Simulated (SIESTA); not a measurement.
## Converging the k-point mesh: Bi (R-3m, 2 atoms in the cell)

```
CELL_PARAMETERS angstrom
      4.14499    -2.26363     0.00000
      4.14499     2.26363     0.00000
      2.90880     0.00000     3.72073
ATOMIC_POSITIONS crystal
  Bi 0.23824 0.23824 0.23824
  Bi 0.76600 0.76600 0.76600
```

Level of theory: GGA PBEsol, numerical atomic orbitals DZP, PseudoDojo PBEsol standard norm-conserving potentials (rewritten from UPF to PSML) (SIESTA).

Base settings: XC.functional = GGA; XC.authors = PBEsol; potentials = PseudoDojo PBEsol standard; PAO.BasisSize = DZP; PAO.EnergyShift = 0.01 Ry; MeshCutoff = 400 Ry; kgrid.MonkhorstPack = 8 8 8; OccupationFunction = MP; OccupationMPOrder = 0; ElectronicTemperature = 1160.45 K.

Only quantities that move along the ladder and can be compared are tabulated.

Core times come from one kind of shared machine, to one figure; runs under 30 s give none.

The starting cell has typed, rounded lattice constants, without a prior relaxation at this level. Its lattice was rescaled by up to half a per cent. One atom was moved a little off its site on purpose. Values carry the incompleteness of an atom-centred basis.

Steps (kgrid.MonkhorstPack): 2 2 2; 4 4 4; 6 6 6; 8 8 8; 9 9 9; 12 12 12; 14 14 14; 17 17 17; 19 19 19; 24 24 24; 29 29 29.

Problem. What is the coarsest kgrid.MonkhorstPack that holds the free energy within 2 meV/atom of the last step, with all finer ones?

Solution. 14 14 14, at about 0.2 of the last step's time; the step before is off by 2.3 meV/atom.

Problem. What is the coarsest kgrid.MonkhorstPack that holds the pressure within 0.1 GPa of the last step, with all finer ones?

Solution. 6 6 6; the step before is off by 0.21 GPa.

Problem. What is the coarsest kgrid.MonkhorstPack that holds the forces within 0.02 eV/Å of the last step, with all finer ones?

Solution. 9 9 9; the step before is off by 0.044 eV/Å.

```tsv
kgrid.MonkhorstPack	free energy less the last step's (meV/atom)	pressure (GPa)	largest difference of a force vector from the last step's (eV/Å)	core time / last (rough)
2 2 2	967.66	6.23	2.928	–
4 4 4	-26.58	-0.11	0.249	–
6 6 6	-12.91	0.04	0.111	–
8 8 8	-6.36	0.04	0.044	–
9 9 9	-6.53	0.05	0.001	–
12 12 12	-2.25	0.09	0.010	0.10
14 14 14	-1.19	0.10	0.015	0.2
17 17 17	-0.29	0.10	0.015	0.2
19 19 19	0.01	0.11	0.013	0.4
24 24 24	0.14	0.10	0.003	0.6
29 29 29	0.00	0.10	0.000	1
```

Two neighbours can agree and both be off: 8 8 8 and 9 9 9 differ by 0.17 meV/atom in the free energy, yet lie about 6.5 meV/atom from the last step.
